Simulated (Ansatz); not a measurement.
**CdS: pressure series**

Start from CdS in the zinc blende structure (space group F-43m, No. 216; a = 5.8791 Å).

Cell and atoms are relaxed at each pressure.

Calculations: Kohn–Sham DFT with the r2SCAN functional, run in Ansatz (a program for electronic structure) with PAW and 500 eV plane waves, without spin-orbit coupling, earlier PAW set.

Candidates:
(a) pressure −1 GPa
(b) pressure 100 GPa
(c) pressure 7 GPa
(d) pressure 75 GPa

For the base:

```
Property   Result
--------  -------
Band gap  1.54 eV
```

Question: Order them by band gap, highest first.

Answer: (b) pressure 100 GPa (2.31 eV), (d) pressure 75 GPa (2.28 eV), (c) pressure 7 GPa (1.75 eV), (a) pressure −1 GPa (1.50 eV)

Load acts through the strain it causes; cell and atoms are relaxed under it. No phonon test of stability was made. Tetrahedral semiconductors of this kind turn to denser phases somewhere between about 1 and 50 GPa; those were not computed, so compressed cells here can lie past the real transition.
